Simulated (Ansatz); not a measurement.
# Al (Fm-3m): band-structure transport figures

Here is the system:

```xyz
1
Lattice="0.0000 1.9733 1.9733 1.9733 0.0000 1.9733 1.9733 1.9733 0.0000" Properties=species:S:1:pos:R:3 pbc="T T T"
Al     0.0000     0.0000     0.0000
```

Calculation: PBEsol, rigid bands (plane waves, PAW, scalar-relativistic; Ansatz, a program for electronic structure). Condition of this run: hydrostatic pressure 5 GPa (the target of the relaxation). How the cell was made: cell and atoms relaxed with PBEsol, then loaded as said.

```
Item                                                              Result
------------------------------------  ----------------------------------
density of states at the Fermi level  0.394 states/(eV·cell), both spins
bare Sommerfeld coefficient                    0.93 mJ/(mol of atoms·K²)
Drude plasma energy                                              12.4 eV
root-mean-square Fermi velocity                                1.5e6 m/s
resistivity times τ                                     3.2 ×10⁻²² Ω·m·s
```

A metal at this level (no band gap); rigid bands, thermally averaged at 300 K, both spins. Spin-orbit coupling is left out. τ is one relaxation time for all states.
